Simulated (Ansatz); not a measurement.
## Response to strain in SnO2

The parent structure is SnO2 in the rutile structure (space group P4_2/mnm, No. 136; a = 4.722 Å, c = 3.190 Å). Axes: x, y, z lie along a, b, c of the conventional cell.

Strains are applied to the cell and any free atomic positions relax; under biaxial strain the out-of-plane vector relaxes too.

Computed with Kohn–Sham DFT with the LDA functional, run in Ansatz (a first-principles code) with PAW and 420 eV plane waves, without spin-orbit coupling.

| biaxial strain, plane normal [001], relaxed out of plane (%) | band gap (eV) |
|---|---|
| 0 | 1.16 |
| 0.6 | 1.10 |
| 1.2 | ? |
| 1.8 | 0.99 |
| 2.4 | 0.94 |
| 3 | 0.89 |

Problem. Fit E_g = E₀ + Dε (ε in %) to the rows shown and predict the withheld row.

Solution. Least squares on the printed values gives E₀ = 1.16 eV, D = -89.9 meV per % of strain (largest residual 0.00 eV); this predicts 1.05 eV, and the run gives 1.05 eV, in agreement.

Whether these cells are dynamically stable was not tested.
